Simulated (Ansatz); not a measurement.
## Effect of pressure 3 GPa on Na3Sb

The reference is Na$_{3}$Sb (space group P6_3/mmc, No. 194; a = 5.312 Å, c = 9.453 Å).

Modification: cell and atoms relaxed at a pressure of 3 GPa.

All numbers come from Ansatz (an electronic-structure program) PBEsol, no spin-orbit coupling. Γ-centred 10×10×5 mesh, Fermi–Dirac width 0.05 eV.

Volume per atom: 25.72 Å³ (base 28.88 Å³)
Density: 3.08 g/cm³ (base 2.74 g/cm³)
Lattice parameter a: 9.677 bohr (base 10.039 bohr)
c/a ratio: 1.770 (base 1.779)
Enthalpy H = E + PV relative to the base's energy: +0.51 eV/atom
Band gap: 0.73 eV (base 0.43 eV)
Gap character: direct at Γ (base direct at Γ)
Width of the top valence band: 1.01 eV (base 0.92 eV)
Electron mass: 0.091 mₑ (at Γ) (base 0.076 mₑ along c, 0.061 mₑ across (at Γ))
Valence-band top at Γ (three highest levels, from the VBM): 0.00, 0.00, -0.18 eV (base 0.00, 0.00, -0.16 eV)

Final structure:

```
CELL_PARAMETERS angstrom
      5.12076     0.00000     0.00000
     -2.56038     4.43471     0.00000
      0.00000     0.00000     9.06175
ATOMIC_POSITIONS crystal
  Sb 0.33333 0.66667 0.25000
  Sb 0.66667 0.33333 0.75000
  Na 0.00000 0.00000 0.25000
  Na 0.00000 0.00000 0.75000
  Na 0.33333 0.66667 0.58379
  Na 0.66667 0.33333 0.08379
  Na 0.33333 0.66667 0.91621
  Na 0.66667 0.33333 0.41621
```

With Sb present, leaving out spin-orbit coupling can change the band edges. Load acts through the strain it causes; cell and atoms are relaxed under it. Effective masses come from finite differences of ±0.01 Å⁻¹. Stability against distortions was not tested.
